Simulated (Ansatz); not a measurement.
# ZnSe under load (space group F-43m): band-edge transport data

Consider the following.

```
ZnSe
1.0
    0.00000     2.77539     2.77539
    2.77539     0.00000     2.77539
    2.77539     2.77539     0.00000
Zn Se
1 1
Cartesian
  0.00000   0.00000   0.00000
  1.38770   1.38770   1.38770
```

All values below come from r2SCAN with spin-orbit coupling, rigid bands (plane waves, PAW; Ansatz, a program for electronic structure). Condition of this run: hydrostatic pressure of 3.2 GPa (compression positive) (the target of the relaxation). Geometry: cell and atoms relaxed with PBEsol, then loaded as said.

```yaml
band_gap: 2.02 eV
electron conductivity mass (300 K, dilute): 0.142 mₑ
hole conductivity mass (300 K, dilute): 0.63 mₑ
effective density of states N_c (300 K): 1.3e18 cm⁻³
effective density of states N_v (300 K): 2.5e19 cm⁻³
density_of_states_mass_electrons: 0.139 mₑ
density_of_states_mass_holes: 1.00 mₑ
Seebeck coefficient, n-type 1e19 cm⁻³, 300 K: -86 μV/K
Seebeck coefficient, p-type 1e19 cm⁻³, 300 K: 296 μV/K
```

Rigid bands; masses and Seebeck coefficients take one relaxation time τ for all states and one kind of carrier; polarons and phonon drag are left out. Geometry: cell and atoms relaxed with PBEsol.
